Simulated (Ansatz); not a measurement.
# SiC (model structure, P6₂22, No. 180, 6 atoms in the cell)

Method: LDA in Ansatz (PAW).

Numerical settings: plane-wave cutoff 520 eV, 24×24×8 k mesh (along the axes of the cell as run), Fermi–Dirac smearing 0.05 eV, scalar-relativistic PAW data made under PBE.

Cell (relaxed at this level):

```
CSi
1.0
    3.04677     0.00000     0.00000
   -1.52338     2.63858     0.00000
    0.00000     0.00000     6.98901
Si C
3 3
Cartesian
  1.52340   0.00000   4.65934
 -0.76170   1.31930   2.32967
  0.76168   1.31927   0.00000
  1.52339   0.00000   1.16483
 -0.76170   1.31929   5.82417
  0.76169   1.31928   3.49450
```

For SiC (model structure, P6₂22, No. 180, 6 atoms in the cell), the band gap is 0.83 eV (on the SCF k mesh). The direct gap at Γ is 3.49 eV and the bulk modulus comes out as 239 GPa.

Note: the bulk modulus is −V dP/dV from two relaxed cells at ±2 % in volume; the relaxation could raise the start's symmetry but not lower it, so the cell can be a saddle point.

The computed numbers hold no vibrational or temperature effects.

A model structure was made by putting elements into a prototype or built by hand; it is no filed structure, need not be a known phase, and can be a saddle point held by its symmetry.

Ansatz is a program for electronic structure.
